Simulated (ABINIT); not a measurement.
## Input and output of a self-consistent single point for MnS (Fm-3m, 4 atoms in the cell) (ABINIT)

Level of theory: PBE, PAW (JTH v2.0 PBE PAW) (plane waves; ABINIT).

Input as run:

```
# MnS, JTH v2.0 PBE PAW
pp_dirpath "./"
pseudos "Mn.GGA_PBE-JTH.xml, S.GGA_PBE-JTH.xml"
acell 3*1.0 Angstrom
rprim
         5.2200000000    2.6100000000    2.6100000000
         2.6100000000    5.2200000000    2.6100000000
         2.6100000000    2.6100000000    5.2200000000
natom 4
ntypat 2
znucl 25 16
typat 1 1 2 2
xred
         0.0000000000    0.0000000000    0.0000000000
         0.5000000000    0.5000000000    0.5000000000
         0.2500000000    0.2500000000    0.2500000000
         0.7500000000    0.7500000000    0.7500000000
chkprim 0
ecut 60 Ry
pawecutdg 120 Ry
pawxcdev 0
ixc 11
nsppol 2
spinat
      0 0 5
      0 0 -5
      0 0 0
      0 0 0
occopt 3
tsmear 0.02 eV
nband 28
kptopt 1
ngkpt 4 4 4
nshiftk 1
shiftk 0 0 0
nstep 80
toldfe 1.0e-09
prtwf 0
prtden 0
enunit 1
```

Output (repeated stretches shortened):

```
 Magnetic group, Shubnikov type IV
 Fedorov space group R-3 m (#166)
 Magnetic Bravais lattice hR_I (rhombohedral, centered magnetic, #31)

 -outvars: echo values of preprocessed input variables --------
            acell      1.8897261329E+00  1.8897261329E+00  1.8897261329E+00 Bohr
          chkprim           0
             ecut      3.00000000E+01 Hartree
           enunit           1
              ixc          11
         kptrlatt        4    0    0      0    4    0      0    0    4
          kptrlen      2.79006528E+01
            natom           4
            nband          28
            ngfft          60      60      60
          ngfftdg          90      90      90
             nkpt          13
           nspden           2
           nsppol           2
            nstep          80
             nsym          24
           ntypat           2
           occopt           3
        pawecutdg      6.00000000E+01 Hartree
         pawxcdev           0
            rprim      5.2200000000E+00  2.6100000000E+00  2.6100000000E+00
                       2.6100000000E+00  5.2200000000E+00  2.6100000000E+00
                       2.6100000000E+00  2.6100000000E+00  5.2200000000E+00
          spgroup         166
           spinat      0.0000000000E+00  0.0000000000E+00  5.0000000000E+00
                       0.0000000000E+00  0.0000000000E+00 -5.0000000000E+00
                       0.0000000000E+00  0.0000000000E+00  0.0000000000E+00
                       0.0000000000E+00  0.0000000000E+00  0.0000000000E+00
           toldfe      1.00000000E-09 Hartree
           tsmear      7.34986508E-04 Hartree
            typat      1  1  2  2
           useylm           1
             xred      0.0000000000E+00  0.0000000000E+00  0.0000000000E+00
                       5.0000000000E-01  5.0000000000E-01  5.0000000000E-01
                       2.5000000000E-01  2.5000000000E-01  2.5000000000E-01
                       7.5000000000E-01  7.5000000000E-01  7.5000000000E-01
            znucl       25.00000   16.00000

== DATASET  1 ==================================================================

 Exchange-correlation functional for the present dataset will be:
  GGA: Perdew-Burke-Ernzerhof functional - ixc=11
 Citation for XC functional:
  J.P.Perdew, K.Burke, M.Ernzerhof, PRL 77, 3865 (1996)

 Real(R)+Recip(G) space primitive vectors, cartesian coordinates (Bohr,Bohr^-1):
 R(1)=  9.8643704  4.9321852  4.9321852  G(1)=  0.1520624 -0.0506875 -0.0506875
 R(2)=  4.9321852  9.8643704  4.9321852  G(2)= -0.0506875  0.1520624 -0.0506875
 R(3)=  4.9321852  4.9321852  9.8643704  G(3)= -0.0506875 -0.0506875  0.1520624
 Unit cell volume ucvol=  4.7993025E+02 bohr^3
 Angles (23,13,12)=  3.35573098E+01  3.35573098E+01  3.35573098E+01 degrees

 Coarse grid specifications (used for wave-functions):

 getcut: wavevector=  0.0000  0.0000  0.0000  ngfft=  60  60  60
         ecut(hartree)=     30.000   => boxcut(ratio)=   2.01424

 Fine grid specifications (used for densities):

 getcut: wavevector=  0.0000  0.0000  0.0000  ngfft=  90  90  90
         ecut(hartree)=     60.000   => boxcut(ratio)=   2.13701

   2.77838332E+03                                ecore*ucvol(ha*bohr**3)

_setup2: Arith. and geom. avg. npw (full set) are    3764.797    3764.787

--- !BeginCycle
solver: {iscf: 17, nstep: 80, nline: 4, wfoptalg: 10, }
tolerances: {toldfe: 1.00E-09, }
...

     iter   Etot(hartree)     deltaE(h) residm    nres2    magn
 ETOT  1  -228.80813690536    -2.29E+02 7.86E+00 3.88E+03 1.491
 ETOT  2  -236.41651878178    -7.61E+00 1.72E-01 1.85E+04 0.070
 ETOT  3  -230.27524120785     6.14E+00 3.29E-01 6.19E+02 0.148
 ETOT  4  -232.08433426528    -1.81E+00 6.59E-01 9.70E+03 0.000
 ETOT  5  -230.38556988715     1.70E+00 9.68E-02 9.63E+02 0.633
 ETOT  6  -230.33288139462     5.27E-02 2.88E-02 1.05E+02 0.045
   [... 13 lines left out ...]
 ETOT 20  -230.36477110212    -4.00E-07 2.00E-07 9.83E-06 0.000
 ETOT 21  -230.36477114838    -4.63E-08 4.81E-08 6.81E-07 0.000
 ETOT 22  -230.36477115179    -3.41E-09 4.70E-08 2.97E-07 0.000
 ETOT 23  -230.36477115225    -4.53E-10 1.46E-08 6.97E-08 0.000
 ETOT 24  -230.36477115231    -6.61E-11 1.30E-08 1.55E-08 0.000

 At SCF step   24, etot is converged :
  for the second time, diff in etot=  6.608E-11 < toldfe=  1.000E-09

 Cartesian components of stress tensor (hartree/bohr^3)
  sigma(1 1)=  1.13293833E-04  sigma(3 2)=  1.12459392E-05
  sigma(2 2)=  1.13293833E-04  sigma(3 1)=  1.12459392E-05
  sigma(3 3)=  1.13293833E-04  sigma(2 1)=  1.12459392E-05

 Integrated electronic and magnetization densities in atomic spheres:
 Radius=ratsph(iatom), smearing ratsm=  0.0000. Diff(up-dn)=approximate z local magnetic moment.
 Atom    Radius    up_density   dn_density  Total(up+dn)  Diff(up-dn)
    1   2.11192     8.540601     4.435328     12.975928     4.105273
    2   2.11192     4.435330     8.540602     12.975932    -4.105271
    3   1.90380     1.796780     1.796781      3.593561    -0.000001
    4   1.90380     1.796780     1.796781      3.593561    -0.000001
  Sum:             16.569491    16.569492     33.138982    -0.000001
 Total magnetization (from the atomic spheres):            -0.000001
 Total magnetization (exact up - dn):                      -0.000000

 ----iterations are completed or convergence reached----

 reduced coordinates (array xred) for    4 atoms
       0.000000000000      0.000000000000      0.000000000000
       0.500000000000      0.500000000000      0.500000000000
       0.250000000000      0.250000000000      0.250000000000
       0.750000000000      0.750000000000      0.750000000000
 cartesian forces (eV/Angstrom) at end:
    1     -0.00000000000000    -0.00000000000000    -0.00000000000000
    2     -0.00000000000000    -0.00000000000000    -0.00000000000000
    3     -0.00000000000000    -0.00000000000000    -0.00000000000000
    4     -0.00000000000000    -0.00000000000000    -0.00000000000000
 frms,max,avg= 0.0000000E+00 0.0000000E+00   0.000E+00  0.000E+00  0.000E+00 e/A
 length scales=  1.889726132886  1.889726132886  1.889726132886 bohr
              =  1.000000000000  1.000000000000  1.000000000000 angstroms
 Fermi (or HOMO) energy (eV) =   6.96522   Average Vxc (eV)= -10.49203
 Eigenvalues (   eV  ) for nkpt=  13  k points, SPIN UP:
 kpt#   1, nband= 28, wtk=  0.01563, kpt=  0.0000  0.0000  0.0000 (reduced coord)
 -74.84719  -70.22172  -43.60181  -43.59387  -43.59387  -39.06706  -39.06706  -39.05429
  -7.40671   -6.10410    0.29116    2.62013    2.62013    3.91951    3.91951    4.09771
   5.23180    5.23180    5.23716    5.36939    5.36939    7.87935    7.87935    7.97209
   9.13651    9.30448    9.30448   10.04235
 prteigrs : prtvol=0 or 1, do not print more k-points.

 Eigenvalues (   eV  ) for nkpt=  13  k points, SPIN DOWN:
 kpt#   1, nband= 28, wtk=  0.01563, kpt=  0.0000  0.0000  0.0000 (reduced coord)
 -74.84719  -70.22171  -43.60181  -43.59387  -43.59387  -39.06705  -39.06705  -39.05428
  -7.40672   -6.10411    0.29116    2.62012    2.62012    3.91951    3.91951    4.09771
   5.23179    5.23179    5.23715    5.36939    5.36939    7.87936    7.87936    7.97209
   9.13652    9.30449    9.30449   10.04235
 prteigrs : prtvol=0 or 1, do not print more k-points.

--- !EnergyTerms
comment             : Components of total free energy in Hartree
kinetic             :  3.40408760416435E+01
hartree             :  6.16761901641775E+01
xc                  : -1.47093527092345E+01
Ewald energy        : -1.41195115573426E+02
psp_core            :  5.78913987864223E+00
local_psp           : -1.63664651385426E+02
spherical_terms     : -1.23018533131658E+01
internal            : -2.30364766896789E+02
'-kT*entropy'       : -8.96007520524985E-13
total_energy        : -2.30364766896790E+02
total_energy_eV     : -6.26854409984798E+03
...

-Cartesian components of stress tensor (GPa)         [Pressure= -3.3332E+00 GPa]
- sigma(1 1)=  3.33321907E+00  sigma(3 2)=  3.30866899E-01
- sigma(2 2)=  3.33321907E+00  sigma(3 1)=  3.30866899E-01
- sigma(3 3)=  3.33321907E+00  sigma(2 1)=  3.30866899E-01

 Calculation completed.
```

The run converged in 24 iterations.

The starting cell has typed, rounded lattice constants, without a prior relaxation at this level. The magnetic order is the one reached from the typed start; others were not searched systematically. With a pressure of about -3 GPa the cell is away from its equilibrium volume at this level.

Cost on one core of a shared machine: roughly 9 min.
